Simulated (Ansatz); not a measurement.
Antifluorite K2Te, treated with PBEsol+SOC in Ansatz (PAW).

Numerical settings: plane-wave cutoff 520 eV, 8×8×8 k mesh, Fermi–Dirac smearing 0.01 eV, PAW data made under PBE.

The cell is scaled about its equilibrium volume:

```json
[
 {"V (Å³/atom)": "41.537", "P (GPa)": "1.01", "direct gap at Γ (eV)": "2.188", "smallest gap on the k mesh (eV)": "2.092"},
 {"V (Å³/atom)": "42.421", "P (GPa)": "0.63", "direct gap at Γ (eV)": "2.130", "smallest gap on the k mesh (eV)": "2.043"},
 {"V (Å³/atom)": "43.305", "P (GPa)": "0.30", "direct gap at Γ (eV)": "2.074", "smallest gap on the k mesh (eV)": "1.997"},
 {"V (Å³/atom)": "44.188", "P (GPa)": "0.00", "direct gap at Γ (eV)": "2.021", "smallest gap on the k mesh (eV)": "1.951"},
 {"V (Å³/atom)": "45.072", "P (GPa)": "-0.27", "direct gap at Γ (eV)": "1.970", "smallest gap on the k mesh (eV)": "1.908"},
 {"V (Å³/atom)": "45.956", "P (GPa)": "-0.51", "direct gap at Γ (eV)": "1.921", "smallest gap on the k mesh (eV)": "1.866"},
 {"V (Å³/atom)": "46.840", "P (GPa)": "-0.73", "direct gap at Γ (eV)": "1.874", "smallest gap on the k mesh (eV)": "1.825"}
]
```

The fundamental gap (1.95 eV at the equilibrium volume, with added k points) lies elsewhere than Γ–Γ.

Note: the relaxation could not lower the start's symmetry, so the cell can be a saddle point above a distorted one.

Ansatz is a quantum-chemistry and plane-wave program.
